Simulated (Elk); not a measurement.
```
AgBr
1.0
    0.00000     2.89365     2.89365
    2.89365     0.00000     2.89365
    2.89365     2.89365     0.00000
Ag Br
1 1
Direct
  0.00864   0.00864   0.99136
  0.50000   0.50000   0.50000
```

Computed with PBE, all-electron FP-LAPW, Elk's shipped species files, LAPW+lo basis in Elk.

The set-up and first iterations of an Elk log for AgBr (I4mm, 2 atoms in the cell):

```
│ Elk code version 10.2.4 │

All units are atomic (Hartree, Bohr, etc.)

│ Ground-state run starting from atomic densities │

Lattice vectors :
   0.000000000       5.468215449       5.468215449
   5.468215449       0.000000000       5.468215449
   5.468215449       5.468215449       0.000000000

Unit cell volume      :    327.0143783
Brillouin zone volume :   0.7585299910

Muffin-tin inner radius fraction :   0.1000000000E-01

Nuclei treated as point charges

Species :    1 (Ag)
 parameters loaded from : Ag.in
 name : silver
 nuclear charge    :   -47.00000000
 electronic charge :    47.00000000
 atomic mass :    196631.6997
 muffin-tin radius :    2.600000000
 number of radial points in muffin-tin :    597
 atomic positions (lattice), magnetic fields (Cartesian) :
   1 :   0.00000000  0.00000000  0.00000000    0.00000000  0.00000000  0.00000000

Species :    2 (Br)
 parameters loaded from : Br.in
 name : bromine
   [... lines left out ...]
 using average radius
Maximum |G+k| for APW functions       :    4.232000000
Maximum (1/2)|G+k|²                   :    8.954912000
Maximum |G| for potential and density :    14.00000000
 potential will be trimmed for |G| > 2 gkmax
Constant for pseudocharge density :    9
Radial integration step length :    4

G-vector grid sizes :     35    35    35
Number of G-vectors :    15089

Maximum angular momentum used for
 APW functions                      :    8
 outer part of muffin-tin           :    6
 inner part of muffin-tin           :    1

Total nuclear charge    :   -82.00000000
Total core charge       :    46.00000000
Total valence charge    :    36.00000000
Total excess charge     :    0.000000000
Total electronic charge :    82.00000000

Effective Wigner radius, rₛ :   0.9837576643

Number of empty states         :    8
Total number of valence states :   26
Total number of core states    :   46

Total number of local-orbitals :   33

Exchange-correlation functional :     20     0     0
 Perdew-Burke-Ernzerhof, Phys. Rev. Lett. 77, 3865 (1996)
 gradient requirement :    1
 generalised gradient approximation (GGA)

Smearing type :    3
 Fermi-Dirac
Smearing width :   0.3674930000E-03
Effective electronic temperature (K) :    116.0451112

Mixing type :    3
 Broyden mixing, J. Phys. A: Math. Gen. 17, L317 (1984)

Kohn-Sham potential initialised from atomic data
│ Self-consistent loop started │
│ Loop number : 1 │
 total energy                :     -191181.324700
│ Loop number : 2 │
 total energy                :     -6332.75881605
RMS change in Kohn-Sham potential (target) :    19.62160283     (  0.1000000000E-05)
Absolute change in total energy (target)   :    184848.5659     (  0.1000000000E-03)
│ Loop number : 3 │
 total energy                :     -6378.70663502
RMS change in Kohn-Sham potential (target) :    16.22180526     (  0.1000000000E-05)
Absolute change in total energy (target)   :    46166.19365     (  0.1000000000E-03)
│ Loop number : 4 │
 total energy                :     -6097.10473315
RMS change in Kohn-Sham potential (target) :    19.04803327     (  0.1000000000E-05)
Absolute change in total energy (target)   :    11823.15031     (  0.1000000000E-03)
│ Loop number : 5 │
 total energy                :     -6145.79246861
RMS change in Kohn-Sham potential (target) :    18.41360010     (  0.1000000000E-05)
Absolute change in total energy (target)   :    2907.099843     (  0.1000000000E-03)
│ Loop number : 6 │
 total energy                :     -6386.30101120
RMS change in Kohn-Sham potential (target) :    15.52710225     (  0.1000000000E-05)
Absolute change in total energy (target)   :    486.2664182     (  0.1000000000E-03)
│ Loop number : 7 │
 total energy                :     -6479.92746094
RMS change in Kohn-Sham potential (target) :    14.51320469     (  0.1000000000E-05)
   [... lines left out ...]
```

### Question
How does the run end?

### Answer
The run ended unconverged after 100 iterations. It gives no final result for the task that was set. The log goes on:

```
 total energy                :     -7430.85419757
RMS change in Kohn-Sham potential (target) :    8.383159239     (  0.1000000000E-05)
   [... lines left out ...]
RMS change in Kohn-Sham potential (target) :    1.246586177     (  0.1000000000E-05)
Absolute change in total energy (target)   :    210.9174038     (  0.1000000000E-03)
│ Loop number : 98 │
 total energy                :     -7891.47450208
RMS change in Kohn-Sham potential (target) :   0.6024411597     (  0.1000000000E-05)
Absolute change in total energy (target)   :    121.3735038     (  0.1000000000E-03)
│ Loop number : 99 │
 total energy                :     -7928.47693534
RMS change in Kohn-Sham potential (target) :   0.3203413082     (  0.1000000000E-05)
Absolute change in total energy (target)   :    67.34580920     (  0.1000000000E-03)
│ Loop number : 100 │
Reached self-consistent loops maximum

Energies :
 Fermi                       :     0.150820186273
 total energy                :     -35177.4529445

Density of states at Fermi energy :    524.8651370
 (states/Hartree/unit cell)

Estimated indirect band gap :   0.9929421819E-03
 from k-point      3 to k-point      2
Estimated direct band gap   :   0.9992512204E-03
 at k-point      2

Charges :
 core                        :    46.00000000
 valence                     :    36.00000000
 interstitial                :    3.300201529
 muffin-tins (core leakage)
  species :    1 (Ag)
   atom    1                 :    45.66034694     (  0.1280955786E-08)
  species :    2 (Br)
   atom    1                 :    33.03945153     (  0.2363824120E-04)
 total in muffin-tins        :    78.69979847
 total calculated charge     :    81.97810487
 total charge                :    82.00000000
 error                       :   0.2189512820E-01

│ Self-consistent loop stopped │
```

The starting cell has typed, rounded lattice constants, without a prior relaxation at this level. Its lattice was rescaled by up to half a per cent. One atom was moved a little off its site on purpose. Values depend on the basis (sphere radii, cutoffs, local orbitals), which need not be converged.

The run was DFT, PBE, all-electron FP-LAPW, Elk's shipped species files, LAPW+lo basis. Main settings of its input:

* **xctype**: 20
* **rgkmax**: 10.58
* **swidth**: 0.000367493 Ha
* **ngridk**: 3 3 3
* **gmaxvr**: 14 1/bohr
* **nxoapwlo**: 1
* **maxscl**: 100
